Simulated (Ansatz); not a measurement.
The structure below was relaxed with r2SCAN, PAW, 500 eV (Ansatz, an electronic-structure program; without spin-orbit coupling), earlier PAW set.

```
CELL_PARAMETERS angstrom
      3.84232     0.00000     0.00000
     -1.92116     3.32755     0.00000
      0.00000     0.00000     6.33750
ATOMIC_POSITIONS crystal
  Ga 0.66667 0.33333 0.99949
  Ga 0.33333 0.66667 0.49949
  P  0.66667 0.33333 0.62571
  P  0.33333 0.66667 0.12571
```

### Question
Find the space group and the Wyckoff positions.

### Answer
Space group P6₃mc (No. 186); a = 3.842 Å, b = 3.842 Å, c = 6.338 Å, α = 90.00°, β = 90.00°, γ = 120.00°

| atom | site | symmetry | x | y | z |
|---|---|---|---|---|---|
| Ga | 2b | 3m. | 0.3333 | 0.6667 | 0.4995 |
| P | 2b | 3m. | 0.3333 | 0.6667 | 0.1257 |

### Question
Describe the coordination.

### Answer
The crystal has 4 atoms in its conventional cell. Conventional cell: a = 3.8423 Å, b = 3.8423 Å, c = 6.3375 Å, α = 90.00°, β = 90.00°, γ = 120.00°. Ga sees 4 P at 2.358–2.369 Å (tetrahedral). P sees 4 Ga at 2.358–2.369 Å (tetrahedral). (Neighbours: up to the widest gap in distance over summed covalent radii, below 1.35, at either atom; cation-cation and far metal-metal contacts left out.)

Whether these cells are dynamically stable was not tested. The cell was made from GaN by this change: N → P; the result is a model cell, its experimental status unchecked. This is not the structure that GaP has at room temperature and ambient pressure.
